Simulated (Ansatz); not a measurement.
System: interstitial N in fcc Al (neutral cell). The step: N moves alone to another site; the atom moves 1.75 Å along (-0.25, -0.25, -0.25) of the unit cell; the moving atom starts with neighbours 4 Al at 1.87 Å and ends with 6 Al at 2.07 Å. A PBE band in Ansatz (plane-wave PAW, a 3×3×3 k-point mesh shifted by half a step, 32 host sites, 99 SCF runs with any check of the saddle's order, static, no finite-size correction) gives a forward barrier of 0.87 eV. The program found a first-order saddle point. Sites that were not tried may lie lower.

Single points at the band's start and saddle point can refine it. Rough cost of one point, in units of the band's mean SCF on the same machine:

```json
[
 {"Level": "PBE, a 5×5×5 k-point mesh shifted by half a step", "Cost of one point": "about 5"},
 {"Level": "r2SCAN at 500 eV, a 3×3×3 k-point mesh shifted by half a step", "Cost of one point": "about 3"}
]
```

Problem. Which of these move the barrier by more than 0.1 eV, and how far does each move it?

Solution. PBE, a 5×5×5 k-point mesh shifted by half a step: +0.04 eV; r2SCAN at 500 eV, a 3×3×3 k-point mesh shifted by half a step: +0.15 eV. Each functional is compared with PBE at the same k-points.

Ansatz is an electronic-structure program.
